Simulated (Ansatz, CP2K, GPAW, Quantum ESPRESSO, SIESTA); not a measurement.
# Code comparison for CdHgSe2 (R3m, 4 atoms in the cell)

Self-consistent single point, at a second geometry (lattice scaled by 0.98). First geometry:

```
CdHgSe2
1.0
    2.20311     1.27197     7.18780
   -2.20311     1.27197     7.18780
    0.00000    -2.54393     7.18780
Cd Hg Se
1 1 2
Direct
  0.50033   0.50033   0.50033
  0.99985   0.99985   0.99985
  0.87420   0.87420   0.87420
  0.37560   0.37560   0.37560
```

Shared settings, as Ansatz (a first-principles code) writes them: kpoints.mp_grid.grid = 6 6 6; scf.occupations.method = fermi_dirac; scf.occupations.width = 0.0073 Ry. Potentials and cutoffs stand in the table.

| code | model | ΔF from the first geometry (meV/atom) | pressure (GPa) | largest force (eV/Å) | cutoff |
|---|---|---|---|---|---|
| SIESTA | LDA PW92, numerical atomic orbitals DZP, PseudoDojo LDA standard norm-conserving potentials (rewritten from UPF to PSML) | -61.9 | -3.85 | 0.162 | grid 350 Ry |
| GPAW | LDA (Perdew-Wang 92), GPAW PAW datasets LDA (gpaw-data 1.0.1) | -34.1 | -1.77 | 0.053 | 550 eV |
| Quantum ESPRESSO | LDA (PZ), GBRV 1.5 ultrasoft (LDA) pseudopotentials | -32.6 | -1.68 | 0.009 | 40 Ry |
| CP2K | LDA (Pade form), GPW, DZVP-MOLOPT-SR-GTH basis, GTH-PADE potentials (GTH_POTENTIALS) | -28.1 | -1.13 | 0.033 | grid 500 Ry |
| Ansatz | LDA (PW92), PAW files made with PBE | -34.8 | -1.81 | 0.010 | 30.9 Ry |

Size of the force on each atom (eV/Å): Sizes of forces hide their directions.

```tsv
code	Cd1	Hg2	Se3	Se4
SIESTA	0.009	0.057	0.115	0.162
GPAW	0.003	0.009	0.046	0.053
Quantum ESPRESSO	0.009	0.009	0.001	0.002
CP2K	0.003	0.007	0.033	0.029
Ansatz	0.010	0.009	0.002	0.001
```

No clean gap comes from SIESTA, GPAW, Quantum ESPRESSO, CP2K and Ansatz: levels at the Fermi energy touch, overlap or are partly filled at this smearing.

On Ansatz's run: spin-orbit coupling is off.

The spread over the programs that give each value: ΔF from the first geometry within 33.8 meV/atom; pressure within 2.72 GPa; largest force within 0.153 eV/Å.

SIESTA and CP2K use small atom-centred bases, whose incompleteness enters pressures, forces and empty levels differently from a plane-wave cutoff. Ansatz's pressure is given at a fixed set of plane waves, as the other plane-wave codes print theirs. The same LDA comes in different parametrisations, which differ slightly. In the pressure, SIESTA (by 2.07) lies more than 1 GPa from the median of the plane-wave programs. In the force vectors, SIESTA (by 0.163) lies more than 0.08 eV/Å from the median of the plane-wave programs.

The starting cell comes from a database of computed structures (which also holds hypothetical and non-ambient phases and stackings), without a prior relaxation at this level. Its lattice was rescaled by a random factor within 2.5 % of one. For this run, on top of that: lattice scaled by 0.98.

Keys are those of Ansatz 0.2.
